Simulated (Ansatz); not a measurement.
Convergence study of zone-centre phonons against the mesh for Tc (P6_3/mmc, 2 atoms in the cell)

```
CELL_PARAMETERS angstrom
      1.36315    -2.36104     0.00000
      1.36315     2.36104     0.00000
      0.00000     0.00000     4.36805
ATOMIC_POSITIONS crystal
  Tc 0.33333 0.66667 0.25000
  Tc 0.66667 0.33333 0.75000
```

Method: PBEsol, default PAW files made with PBE (plane waves; Ansatz, an electronic-structure program).

Base settings: basis.ecutwfc = 500 eV; kpoints.mp_grid.grid = 14 14 8; hamiltonian.xc = pbesol; hamiltonian.pseudopotentials = {kind: paw} (the program's default PAW files); scf.occupations.method = gaussian; scf.occupations.width = 0.1 eV.

In this ladder: phonons.method = dfpt.

Frequencies are those of the unrelaxed cell, without the LO-TO term of polar crystals.

Only quantities that move along the ladder and can be compared are tabulated.

Core times come from one kind of shared machine, to one figure; runs under 30 s give none.

The starting cell has typed, rounded lattice constants, without a prior relaxation at this level. Its lattice was rescaled by up to half a per cent. Spin polarisation is off.

Steps (kpoints.mp_grid.grid): 4 4 2; 5 5 3; 6 6 3; 7 7 4; 9 9 5; 11 11 6; 13 13 7; 16 16 9; 20 20 11; 25 25 14; 31 31 17.

Problem. What is the coarsest kpoints.mp_grid.grid that holds the highest zone-centre frequency within 10 cm⁻¹ of the last step, with all finer ones?

Solution. 20 20 11, at about 0.2 of the last step's time; the step before is off by 18 cm⁻¹.

```tsv
kpoints.mp_grid.grid	highest zone-centre frequency (cm⁻¹)	core time / last (rough)
4 4 2	195.8	–
5 5 3	184.6	–
6 6 3	161.4	–
7 7 4	153.7	–
9 9 5	166.9	–
11 11 6	123.8	–
13 13 7	112.2	0.05
16 16 9	121.9	0.1
20 20 11	142.6	0.2
25 25 14	142.2	0.5
31 31 17	140.1	1
```

Keys are those of Ansatz 0.2.
